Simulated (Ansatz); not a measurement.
A computed series for MgS: response to strain

The reference is MgS in the rock salt structure (space group Fm-3m, No. 225; a = 5.203 Å).

Strains are applied to the cell and any free atomic positions relax.

Method: Ansatz (a first-principles code), r2SCAN, PAW, cutoff 500 eV, without spin-orbit coupling.

Notes on the quantities. hole mass: degenerate bands, along [100].

```
variant                                    hole mass  band gap  smallest direct gap
------------------------  --------------------------  --------  -------------------
base                      0.28, 0.93, 0.93 mₑ (at Γ)   3.46 eV              4.64 eV
isotropic strain −3.00 %  0.29, 0.85, 0.85 mₑ (at Γ)   3.65 eV              5.46 eV
isotropic strain −2.50 %  0.29, 0.86, 0.86 mₑ (at Γ)   3.62 eV              5.31 eV
isotropic strain −2.00 %  0.29, 0.87, 0.87 mₑ (at Γ)   3.59 eV              5.17 eV
isotropic strain −1.50 %  0.28, 0.89, 0.89 mₑ (at Γ)   3.56 eV              5.03 eV
isotropic strain −1.00 %  0.28, 0.90, 0.90 mₑ (at Γ)   3.53 eV              4.90 eV
isotropic strain −0.50 %                         [?]       [?]                  [?]
```

Q: Fill in the withheld entries from the trend.

A: 
- isotropic strain −0.50 %, hole mass: 0.28, 0.92, 0.92 mₑ (at Γ)
- isotropic strain −0.50 %, band gap: 3.49 eV
- isotropic strain −0.50 %, smallest direct gap: 4.77 eV

Effective masses come from finite differences of ±0.01 Å⁻¹. Whether these cells are dynamically stable was not tested.
